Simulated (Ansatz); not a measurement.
Ta2GaC: pressure series

The parent structure is Ta₂GaC (space group P6_3/mmc, No. 194; a = 3.0948 Å, c = 13.4904 Å; a cell from a computed database, its experimental status unchecked).

Cell and atoms are relaxed at each pressure.

Computed with Ansatz (a quantum-chemistry and plane-wave program), PBEsol, PAW, cutoff 420 eV, scalar-relativistic without spin-orbit coupling.

| pressure (GPa) | volume per atom (Å³/atom) |
|---|---|
| -2 | 14.126 |
| -1 | 14.056 |
| 0 | 13.988 |
| 0.3 | 13.968 |
| 0.7 | 13.941 |
| 1.5 | ? |
| 3 | 13.794 |
| 5 | 13.672 |
| 10 | 13.394 |

Problem. Fit the third-order Birch–Murnaghan form P(V) = (3B₀/2)[(V₀/V)^(7/3) − (V₀/V)^(5/3)]·[1 + (3/4)(B₀′ − 4)((V₀/V)^(2/3) − 1)] (squares taken in P) to the rows shown and predict the withheld row.

Solution. Least squares on the printed values gives V₀ = 13.988 Å³/atom, B₀ = 208 GPa, B₀′ = 4.8; this predicts 13.889 Å³/atom, and the run gives 13.889 Å³/atom, in agreement.

Load acts through the strain it causes; cell and atoms are relaxed under it. Whether these cells are dynamically stable was not tested. No other phases were tried under pressure. All final runs are without spin polarisation.
